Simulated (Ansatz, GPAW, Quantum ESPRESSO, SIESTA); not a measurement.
## One structure in several programs: Hf2Hg (I4/mmm, 3 atoms in the cell)

Self-consistent single point.

```xyz
3
Lattice="-1.6511 1.6511 5.7528 1.6511 -1.6511 5.7528 1.6511 1.6511 -5.7528" Properties=species:S:1:pos:R:3 pbc="T T T"
Hf     0.0000     0.0000     7.6597
Hf     0.0000     0.0000     3.8460
Hg     0.0000     0.0000     0.0000
```

Shared settings, as Ansatz (a program for electronic structure) writes them: kpoints.mp_grid.grid = 8 8 8; scf.occupations.method = gaussian; scf.occupations.width = 0.05 eV. Potentials and cutoffs stand in the table.

```csv
code,model,pressure (GPa),largest force (eV/Å),cutoff
Quantum ESPRESSO,"LDA (PZ), GBRV 1.5 ultrasoft (LDA) pseudopotentials",-3.79,0.074,40 Ry
Ansatz,"LDA (PW92), default PAW files made with PBE",-3.47,0.051,default
SIESTA,"LDA PW92, numerical atomic orbitals DZP, PseudoDojo LDA standard norm-conserving potentials (rewritten from UPF to PSML)",-7.63,0.160,grid 400 Ry
GPAW,"LDA (Perdew-Wang 92), GPAW PAW datasets LDA (gpaw-data 1.0.1)",-3.06,0.016,600 eV
```

On Ansatz's run: spin-orbit coupling is off.

The spread over the programs that give each value: pressure within 4.57 GPa; largest force within 0.144 eV/Å.

SIESTA uses small atom-centred bases, whose incompleteness enters pressures, forces and empty levels differently from a plane-wave cutoff. Ansatz's pressure is given at a fixed set of plane waves, as the other plane-wave codes print theirs; with its correction for the finite basis it is -3.44 GPa. The same LDA comes in different parametrisations, which differ slightly. In the pressure, SIESTA (by 4.16) lies more than 1 GPa from the median of the plane-wave programs. In the force vectors, SIESTA (by 0.108) lies more than 0.08 eV/Å from the median of the plane-wave programs.

On the base mesh (10 10 10) the same programs gave: Ansatz pressure -3.36 GPa; Quantum ESPRESSO pressure -3.67 GPa; GPAW pressure -2.98 GPa; SIESTA pressure -7.53 GPa.

The starting cell comes from a database of computed structures (which also holds hypothetical and non-ambient phases and stackings), without a prior relaxation at this level. Its lattice was rescaled by a random factor within 2.5 % of one.

Left out of this page: Elk (not drawn, or without a comparable value).

Keys are those of Ansatz 0.2.
